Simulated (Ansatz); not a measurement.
Tunnelling through a barrier is set by its complex band structure: the current falls as exp(−2κd) with the smallest κ.

```
O2Si
1.0
    4.81823     0.00000     0.00000
   -2.40911     4.17271     0.00000
    0.00000     0.00000     5.32300
Si O
3 6
Direct
  0.53120   0.53120   0.33333
  0.46880   0.00000   0.00000
  0.00000   0.46880   0.66667
  0.26856   0.41310   0.54782
  0.58690   0.85546   0.21449
  0.14454   0.73144   0.88115
  0.85546   0.58690   0.45218
  0.73144   0.14454   0.78551
  0.41310   0.26856   0.11885
```

Space group of this cell: P3_221. The cell is strained (all lengths scaled by 0.98); by r2SCAN its mean pressure is 13.8 GPa.

Transport runs along the normal of the first two printed cell vectors, the (001) plane of the conventional cell.

No gap correction and no spin-orbit coupling; mid-gap values are interpolated between computed energies.

Task: Predict the band gap and the smallest decay constant κ at mid-gap from r2SCAN (Ansatz, a program for electronic structure).

Result: Gap 7.01 eV on a 12×12×6 mesh; κ = 0.536 1/Å, at the zone centre.
